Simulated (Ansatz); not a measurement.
**Hypothetical fluorite HfSi2, pressure series**

The reference is HfSi$_{2}$ in the fluorite structure (space group Fm-3m, No. 225; a = 6.183 Å; a hypothetical phase, not in the database extracts checked).

Cell and atoms are relaxed at each pressure.

The values are results of PBEsol (Ansatz, a first-principles code), scalar-relativistic without spin-orbit coupling, not measurements.

Notes on the quantities. enthalpy: H = E + PV relative to the base's energy.

| case | enthalpy | volume per atom |
|---|---|---|
| base | – | 19.70 Å³ |
| pressure −2 GPa | -0.25 eV/atom | 20.17 Å³ |
| pressure −1 GPa | -0.12 eV/atom | 19.93 Å³ |
| pressure 3 GPa | +0.36 eV/atom | 19.08 Å³ |
| pressure 7 GPa | +0.83 eV/atom | 18.36 Å³ |
| pressure 15 GPa | +1.72 eV/atom | 17.24 Å³ |
| pressure 30 GPa | +3.26 eV/atom | 15.73 Å³ |
| pressure 50 GPa | +5.13 eV/atom | 14.35 Å³ |
| pressure 75 GPa | +7.27 eV/atom | 13.14 Å³ |
| pressure 100 GPa | +9.25 eV/atom | 12.27 Å³ |

Load acts through the strain it causes; cell and atoms are relaxed under it. Whether these cells are dynamically stable was not tested. No other phases were tried under pressure. All final runs are without spin polarisation. HfSi2 has a high density of states at the Fermi level and may be magnetic at this level.
